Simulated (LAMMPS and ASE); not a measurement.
Interatomic potentials scored against PBE on 6 thermal frames of ZrO2 doped with Sc, with vacancies, 93 atoms, from CHGNet MD at 2400 K and 0 GPa (started from the crystal; by its diffusion the run was neither plainly solid nor liquid).

Reference: DFT, PBE, plane waves, Ansatz's default PAW set, run with Ansatz at one k-point, whose own sampling error enters the misses (most for metals); rms force 1.59 eV/Å, static pressure -3.5 GPa, which carries the basis error of a finite cutoff. Potentials ran in LAMMPS and ASE. The frames were drawn by MD with CHGNet 0.3.0, so they lie where that potential goes, which can favour it. The MPtrj networks were trained on PBE and PBE+U, and their training set holds relaxations of crystals, many of these compositions among them. Potentials trained on another functional, or fitted to measurement, also carry the gap between that and the reference.

- CHGNet r2SCAN: CHGNet transfer-learned on r2SCAN data
- SevenNet-0: SevenNet-0, trained on MPtrj
- SevenNet-l3i5: SevenNet-l3i5, trained on MPtrj
- ionic pair potential lewis1985a: classical MD, Buckingham potential of Lewis and Catlow, J. Phys. C 18, 1149 (1985), first set, used with rigid ions (no shells), PPPM sums, short-range terms cut at 10 Å, modified for these runs by an r^-4 repulsive force inside the short-range force's maximum
- CHGNet 0.3.0: CHGNet 0.3.0, trained on MPtrj (PBE and PBE+U)

```
potential                        force RMSE (eV/Å)  RMSE over rms force  force correlation  relative energy RMSE (meV/atom)  static pressure miss (GPa)
-------------------------------  -----------------  -------------------  -----------------  -------------------------------  --------------------------
SevenNet-l3i5                                 0.27                 0.17               0.99                              3.2                        +3.1
CHGNet 0.3.0                                  0.28                 0.18               0.98                              4.8                        +2.5
SevenNet-0                                    0.29                 0.18               0.99                              3.3                        +3.0
CHGNet r2SCAN                                 0.32                 0.20               0.99                              4.4                        -5.3
ionic pair potential lewis1985a                2.6                 1.65               0.79                               39                       -11.7
```

Caution: the potential ionic pair potential lewis1985a is fitted to static crystal properties with a polarisable anion, which is rigid here.
